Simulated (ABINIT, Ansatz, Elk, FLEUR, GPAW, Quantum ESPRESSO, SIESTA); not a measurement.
Zr (P6_3/mmc, 2 atoms in the cell) computed with different codes at matched settings

Self-consistent single point, at a second geometry (lattice scaled by 0.98). First geometry:

```
CELL_PARAMETERS angstrom
      3.20587     0.00000     0.00000
     -1.60293     2.77636     0.00000
      0.00000     0.00000     5.11895
ATOMIC_POSITIONS crystal
  Zr 0.33333 0.66667 0.25000
  Zr 0.66667 0.33333 0.75000
```

Shared settings, as Ansatz (a first-principles code) writes them: kpoints.mp_grid.grid = 16 16 9; scf.occupations.method = fermi_dirac; scf.occupations.width = 0.1 eV. Potentials and cutoffs stand in the table.

| code | model | ΔF from the first geometry (meV/atom) | pressure (GPa) | cutoff |
|---|---|---|---|---|
| Elk | PBE, all-electron FP-LAPW, Elk's shipped species files, APW+lo basis with extra local orbitals | 53.1 | – | rgkmax 7.5 |
| SIESTA | GGA PBE, numerical atomic orbitals DZP, PseudoDojo PBE standard norm-conserving potentials (rewritten from UPF to PSML) | 38.0 | 8.37 | grid 350 Ry |
| Quantum ESPRESSO | PBE, SSSP 1.1.2 efficiency (PBE) pseudopotentials | 49.3 | 9.43 | 40 Ry |
| GPAW | PBE, GPAW PAW datasets PBE (gpaw-data 1.0.1) | 47.3 | 8.87 | 550 eV |
| FLEUR | PBE, all-electron FLAPW (FLEUR), scalar-relativistic valence | 52.2 | – | Kmax 3.8 1/bohr |
| Ansatz | PBE, default PAW files | 49.5 | 9.44 | default |
| ABINIT | PBE, PAW (JTH v2.0 PBE PAW) | 49.6 | 9.26 | 40 Ry |

A dash marks a value that a program does not give, or that is left out as unsure.

The spread over the programs that give each value: ΔF from the first geometry within 15.1 meV/atom; pressure within 1.07 GPa.

SIESTA uses small atom-centred bases, whose incompleteness enters pressures, forces and empty levels differently from a plane-wave cutoff. Elk and FLEUR treat all electrons, but the usual bases taken here (sphere radii, linearisation, local orbitals, empty states) were not tested for convergence, so the values are no reference for the others. Ansatz's pressure is given at a fixed set of plane waves, as the other plane-wave codes print theirs.

The starting cell comes from a database of computed structures (which also holds hypothetical and non-ambient phases and stackings), without a prior relaxation at this level. Its lattice was rescaled by a random factor within 2.5 % of one. For this run, on top of that: lattice scaled by 0.98.

Keys are those of Ansatz 0.2.
